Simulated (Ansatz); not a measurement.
# Sn: energy against strain

Sn (diamond, Fd-3m, 34.969 Å³/atom at rest) under an equal strain ε in the (111) plane with the normal axis free, as in a coherent film. PBEsol in Ansatz, a plane-wave DFT program (PAW, default set), 420 eV, 15×15×15 Γ-centred mesh, Fermi-Dirac smearing 0.10 eV; ions are relaxed within the symmetry of each cell.

Here s stands for strain and y for E less E0.

```csv
strain (%),E less E0 (meV/atom)
-2.50,?
-1.25,3.01
-0.83,1.30
-0.42,0.32
0.00,0.00
0.42,0.36
0.83,1.35
1.25,3.01
```

Taking a parabola for y over the 7 complete rows: Least squares gives y = -0.001 + 0.0120·s + 1.9263·s². Residuals (row less fit): 0.016, -0.016, -0.014, 0.001, 0.016, 0.014, -0.014; standard error 0.018 (degrees of freedom: 4). Twice the quadratic coefficient over the volume, 2 × 1.9263 meV × 10⁴ × 0.1602 / 34.969 Å³, is twice the biaxial elastic modulus of this plane = 177 ± 1.1 GPa.

**Question.** Predict the withheld y at s = -2.50 from the fit, and compare with the calculation.

**Answer.** y = -0.001 + 0.0120 × (-2.50) + 1.9263 × (-2.50)² = 12.008 meV/atom. The calculation gives 12.56 meV/atom, 0.552 meV/atom above the prediction (4.4 % of the range of y in the table). The row lies outside the fitted rows, so this is an extrapolation. From the scatter of the fitted rows alone, a prediction at this place has a standard error of 0.071 meV/atom, so the miss is 7.8 times that.

One order more, fitted to all 13 runs of the series, follows each within 0.01, so the miss is the next term of a smooth law. This level leaves no gap over 0.05 eV at strain -2.50, -1.25, -0.83, -0.42, 0.00, 0.42, 0.83, 1.25, where the mesh may be coarse. Sn is here grey tin, stable below 13 °C. Rows are the converged runs of the series near zero and its far end; series whose fitted rows scatter by over a few per cent of the range, as at a crossing or softening among them, aren't shown in this form. Most that stay on the fit to the last digits aren't either.
